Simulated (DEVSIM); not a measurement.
System: Ni/Si3N4/p-Ge capacitor, at 300 K.

Layer 1 from the left is Si3N4, thickness (nm) 3.10. Layer 2 from the left is Ge, thickness (nm) 8700, Na (cm⁻³) 9.4e14.

Metal gate on the left, work function 5.1 eV. Fixed charge at the semiconductor interface 0 cm⁻² (in units of +e); no interface traps.

This is a model device: material constants are rounded textbook-type values typed into the input, and sizes, dopings and lifetimes were drawn at random. Values at 300 K.

Si3N4: gap (eV) 5.1, affinity (eV) 2.1, permittivity 7.5. Ge: gap (eV) 0.664, affinity (eV) 4, permittivity 16, Nc (cm⁻³) 1.04e19, Nv (cm⁻³) 6e18.

**Question.** Estimate by hand the flat-band voltage, the threshold voltage, and compare with a numerical solution.

**Answer.** 
- Flat-band voltage: C = 2.14 μF/cm², work-function difference 0.662 V; VFB = φms − qNf/C = 0.66 V; numerical 0.66 V.
- Threshold voltage: φF = 0.098 V, depletion charge √(4εqNφF) = 9.16e-9 C/cm²; VT = VFB + 2φF + Qd/C = 0.86 V; numerical 0.86 V.

Simulated with DEVSIM: 1D Poisson equation in equilibrium, Boltzmann statistics, complete ionisation; no quantum confinement or tunnelling. Metal contacts follow the ideal Schottky-Mott rule: no Fermi-level pinning, no interface dipoles.
